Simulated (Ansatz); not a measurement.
We consider SrGaHO2 (model structure, started from the SrVO2H type, P4/mmm, No. 123, 5 atoms in the cell), described by PBEsol in Ansatz (PAW).

Run with plane-wave cutoff 520 eV, 8×8×10 k mesh (along the axes of the cell as run), Fermi–Dirac smearing 0.01 eV, scalar-relativistic PAW data made under PBE.

Cell (relaxed with PBEsol):

```xyz
5
Lattice="3.9366 0.0000 0.0000 0.0000 3.9366 0.0000 0.0000 0.0000 3.5810" Properties=species:S:1:pos:R:3 pbc="T T T"
Sr     1.9683     1.9683     1.7905
Ga     0.0000     0.0000     0.0000
O      1.9683     0.0000     0.0000
O      0.0000     1.9683     0.0000
H      0.0000     0.0000     1.7905
```

### Question
What does this level give for the band gap, smallest direct gap on the k points sampled and Γ–Γ gap?

### Answer

- band gap: 0.85 eV
- smallest direct gap on the k points sampled: 0.95 eV
- Γ–Γ gap: 5.48 eV

Note: the relaxation could raise the start's symmetry but not lower it, so the cell can be a saddle point.

Spin–orbit coupling is not included.

The computed numbers hold no vibrational or temperature effects.

The result took roughly 16 core-seconds.

A model structure was made by putting elements into a prototype or built by hand; it is no filed structure, need not be a known phase, and can be a saddle point held by its symmetry.

Ansatz is a program for electronic structure.
